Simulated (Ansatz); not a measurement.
Data:

```yaml
crystal:
  lattice:
    - [3.99981, 0.00000, 0.00000]
    - [1.99991, 3.46394, 0.00000]
    - [0.00000, 0.00000, 5.99685]
  atoms:
    - { symbol: La, position: [0.33333, 0.33333, 0.24543] }
    - { symbol: La, position: [0.66667, 0.66667, 0.75457] }
    - { symbol: O, position: [0.00000, 0.00000, 0.00000] }
    - { symbol: O, position: [0.33333, 0.33333, 0.64884] }
    - { symbol: O, position: [0.66667, 0.66667, 0.35116] }
```

No spin polarisation.

All numbers come from Ansatz (a program for electronic structure), r2SCAN, PAW, cutoff 500 eV, no spin-orbit coupling. Γ-centred 10×10×6 mesh, Fermi–Dirac width 0.05 eV.

### Question
Predict the band gap.

### Answer
4.04 eV.

### Question
Predict the pressure (mean of the normal stresses, compression positive).

### Answer
-2.34 GPa.

### Question
Estimate the smallest direct gap.

### Answer
4.35 eV.

The cells carry an imposed strain or load. Whether these cells are dynamically stable was not tested. The cell was made from La₂O₃ (space group P-3m1, No. 164) by this change: biaxial strain +1.64 %, plane normal [001], relaxed out of plane.
